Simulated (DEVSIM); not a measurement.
Device: Si p-i-n diode, at 300 K.

```
layer (left to right)  material  thickness (μm)  Nd (cm⁻³)  Na (cm⁻³)  τn (s)  τp (s)
---------------------  --------  --------------  ---------  ---------  ------  ------
1                            Si            1.60          -     1.5e18  4.7e-6  4.7e-6
2                            Si            2.50     2.6e12          -  4.7e-6  4.7e-6
3                            Si           0.880     6.2e18          -  4.7e-6  4.7e-6
```

Left contact: ohmic. Right contact: ohmic. Voltage is applied to the left contact. Recombination: SRH at mid-gap, radiative, Auger. Mobility is constant in doping. Where it depends on doping, it is μmin + (μ − μmin)/(1 + (N/Nref)^α).

This is a model device: material constants are rounded textbook-type values typed into the input, and sizes, dopings and lifetimes were drawn at random. Values at 300 K; Nc and Nv go as T^1.5, mobilities as T to minus their exponent, the gap by Varshni's rule with the affinity fixed. The table also holds parameters that only a changed run uses.

```tsv
parameter	Si
gap (eV)	1.124
affinity (eV)	4.05
permittivity	11.7
Nc (cm⁻³)	2.86e19
Nv (cm⁻³)	3.1e19
μn (cm²/Vs)	1417
μp (cm²/Vs)	470
μn,min	52
μp,min	45
Nref,n	9.7e16
Nref,p	2.2e17
αn	0.68
αp	0.72
T exponent of μn	2.3
T exponent of μp	2.2
B (cm³/s)	4.7e-15
Cn (cm⁶/s)	2.8e-31
Cp (cm⁶/s)	9.9e-32
Varshni α (eV/K)	0.000473
Varshni β (K)	636
```

Simulated with DEVSIM: 1D drift-diffusion, Boltzmann statistics, complete ionisation; no tunnelling, impact ionisation, image-force lowering or self-heating.

Base results: dark forward voltage at 1 A/cm² (V) 0.683; dark forward voltage at 100 A/cm² (V) 0.804; potential step across the device at zero bias (V) 1.006.

Question: What follows from this one change: temperature 300 → 350 K?

Answer: dark forward voltage at 1 A/cm² 0.683 → 0.588 V; dark forward voltage at 100 A/cm² 0.804 → 0.730 V; potential step across the device at zero bias 1.006 → 0.959 V.

Question: What follows from this one change: thickness of layer 1 1.6 → 2.7 μm?

Answer: dark forward voltage at 1 A/cm² 0.683 → 0.694 V; dark forward voltage at 100 A/cm² 0.804 → 0.815 V; potential step across the device at zero bias little changed (1.006 V).

Question: What follows from this one change: doping-dependent mobility in place of the constant one?

Answer: dark forward voltage at 1 A/cm² 0.683 → 0.728 V; dark forward voltage at 100 A/cm² 0.804 → 0.850 V; potential step across the device at zero bias little changed (1.006 V).
